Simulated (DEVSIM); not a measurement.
Structure: Co/SiO2/p-InP capacitor, at 250 K.

```csv
layer (left to right),material,thickness (nm),Na (cm⁻³)
1,SiO2,26.0,-
2,InP,4200,4.4e16
```

Metal gate on the left, work function 5 eV. Fixed charge at the semiconductor interface -9.1e10 cm⁻² (in units of +e); no interface traps.

Constants are typed, rounded textbook-type inputs, not results; the design itself was drawn at random and stands for no fabricated device. Values at 300 K; Nc and Nv go as T^1.5, mobilities as T to minus their exponent, the gap by Varshni's rule with the affinity fixed.

```csv
parameter,SiO2,InP
gap (eV),9,1.344
affinity (eV),0.9,4.38
permittivity,3.9,12.5
Nc (cm⁻³),-,5.7e17
Nv (cm⁻³),-,1.1e19
Varshni α (eV/K),-,0.000363
Varshni β (K),-,162
```

DEVSIM, 1D Poisson equation in equilibrium, Boltzmann statistics, complete ionisation; no quantum confinement or tunnelling. Metal contacts follow the ideal Schottky-Mott rule: no Fermi-level pinning, no interface dipoles.

### Question
Tabulate band edges, carrier densities and field at 0.6 V on the gate.

### Answer
Energies count from the Fermi level of the right contact; mesh points crowd at the junctions.

```csv
x (μm),Ec (eV),Ev (eV),n (cm⁻³),p (cm⁻³),field (V/cm)
0.000,3.500,-5.500,< 1e2,< 1e2,290000
0.001570,3.545,-5.455,< 1e2,< 1e2,290000
0.005069,3.646,-5.354,< 1e2,< 1e2,290000
0.01300,3.873,-5.127,< 1e2,< 1e2,290000
0.02227,4.140,-4.860,< 1e2,< 1e2,290000
0.02510,4.221,-4.779,< 1e2,< 1e2,290000
0.02636,0.769,-0.590,130,1.1e7,76000
0.02982,0.795,-0.564,< 1e2,3.5e7,74000
0.03686,0.846,-0.514,< 1e2,3.7e8,70000
0.05386,0.955,-0.405,< 1e2,5.8e10,59000
0.09486,1.142,-0.218,< 1e2,3.4e14,33000
0.2540,1.246,-0.113,< 1e2,4.4e16,23
0.5780,1.247,-0.113,< 1e2,4.4e16,≈ 0
1.360,1.247,-0.113,< 1e2,4.4e16,≈ 0
3.196,1.247,-0.113,< 1e2,4.4e16,≈ 0
3.814,1.247,-0.113,< 1e2,4.4e16,≈ 0
4.056,1.247,-0.113,< 1e2,4.4e16,≈ 0
4.156,1.247,-0.113,< 1e2,4.4e16,≈ 0
4.205,1.247,-0.113,< 1e2,4.4e16,≈ 0
4.218,1.247,-0.113,< 1e2,4.4e16,≈ 0
4.223,1.247,-0.113,< 1e2,4.4e16,≈ 0
4.226,1.247,-0.113,< 1e2,4.4e16,≈ 0
```
